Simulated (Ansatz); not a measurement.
**CdTe: band gap against strain**

CdTe (zinc blende, F-43m, 34.150 Å³/atom at rest) under an equal strain ε in the (001) plane with the normal axis free, as in a coherent film. PBEsol in Ansatz, a plane-wave DFT program (PAW, default set), 420 eV, 9×9×9 Γ-centred mesh, Fermi-Dirac smearing 0.05 eV; ions are relaxed within the symmetry of each cell. Gaps are the smallest over the k-mesh and a band path, without spin-orbit coupling; in all rows the valence edge lies at Γ and the conduction edge at Γ.

Here s stands for strain and Eg for gap.

| strain (%) | gap (eV) |
|---|---|
| 0.00 | 0.650 |
| 0.50 | 0.614 |
| 1.00 | 0.580 |
| 1.50 | 0.547 |
| 3.00 | ? |

Taking a straight line for Eg over the 4 complete rows: Means: s 0.75000, Eg 0.5978. About the means, the sum of products is -0.085750 and the sum of squares of s is 1.2500; the slope is their ratio. Least squares gives Eg = 0.6492 - 0.06860·s. Residuals (row less fit): 0.0008, -0.0009, -0.0006, 0.0007; standard error 0.0011 (degrees of freedom: 2). Over these rows the gap moves by -6.9 ± 0.10 eV per unit strain.

Q: Predict the withheld Eg at s = 3.00 from the fit, and compare with the calculation.

A: Eg = 0.6492 - 0.06860 × 3.0 = 0.4434 eV. The calculation gives 0.452 eV, 0.0086 eV above the prediction (4.3 % of the range of Eg in the table). The row lies outside the fitted rows, so this is an extrapolation. From the scatter of the fitted rows alone, a prediction at this place has a standard error of 0.0025 eV, so the miss is 3.4 times that.

One order more, fitted to all 7 runs of the series, follows each within 0.001, so the miss is the next term of a smooth law. Spin-orbit coupling is left out, which can shift this property for CdTe. Rows are the converged runs of the series near zero and its far end; series whose fitted rows scatter by over a few per cent of the range, as at a crossing or softening among them, aren't shown in this form. Most that stay on the fit to the last digits aren't either.
